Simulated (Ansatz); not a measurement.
Base system: GaS in the beta-GaS type structure (space group P6_3/mmc, No. 194; a = 3.534 Å, c = 15.041 Å; layered, stacked along the Cartesian z axis).

One thing is altered: every S is replaced by Se; the structure is relaxed again.

Levels (all Ansatz, an electronic-structure program, PAW, earlier PAW set): PBEsol-D3(BJ) (420 eV, scalar-relativistic without spin-orbit coupling); HSE06 (420 eV, no SOC); PBEsol+SOC (420 eV, noncollinear with spin-orbit coupling).

One geometry, relaxed with PBEsol-D3(BJ), under each level:

The valence-band top lists the three highest levels at Γ (Kramers pairs under SOC), from the VBM.

| level | band gap | lowest conduction level above the VBM at special points | valence-band top at Γ | hole mass |
|---|---|---|---|---|
| PBEsol-D3(BJ) | 0.82 eV | M 0.82 eV; Γ 0.93 eV; K 1.02 eV | 0.00, -1.24, -1.24 eV | 0.075 mₑ along c, 1.5 mₑ across (at Γ) |
| HSE06 | 1.68 eV | M 1.68 eV; Γ 1.94 eV; K 1.69 eV | – | – |
| PBEsol+SOC | ? | ? | ? | ? |

### Question
Give the withheld PBEsol+SOC results.

### Answer

- PBEsol+SOC, band gap: 0.79 eV
- PBEsol+SOC, lowest conduction level above the VBM at special points: M 0.79 eV; Γ 0.91 eV; K 0.99 eV; L 1.16 eV
- PBEsol+SOC, valence-band top at Γ: 0.00, -1.12, -1.26 eV
- PBEsol+SOC, hole mass: 0.074 mₑ along c, 1.1 mₑ across (at Γ)

Single points use the geometry relaxed with PBEsol-D3(BJ). HSE06 was sampled on its mesh, a few special points and the semilocal edge points, so its gap is an upper bound. Differences between runs with and without spin-orbit coupling are approximate. Effective masses come from finite differences of ±0.01 Å⁻¹. Stability against distortions was not tested.
